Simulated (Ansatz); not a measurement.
The reference is BAs in the zinc blende structure (space group F-43m, No. 216; a = 4.7679 Å). Axes: x, y, z lie along the cube axes.

All numbers come from PBEsol in Ansatz (plane waves to 420 eV, PAW, no SOC).

Before the change:

| Property | Value |
|---|---|
| Smallest direct gap | 3.25 eV |

Perturbation: uniaxial stress, 5 GPa compression along x, with the cell and atoms free to relax against it.

Question: Predict the new smallest direct gap, strain response and energy relative to the base.

Answer: The smallest direct gap decreases by 0.25 eV, from 3.25 eV to 3.00 eV; the strain response (xx, yy, zz) amounts to (−2.03, +0.45, +0.45) %; the energy rises by 4.3 meV/atom.

Beyond what the load breaks, stability against distortions was not tested.

Ansatz is a first-principles code.
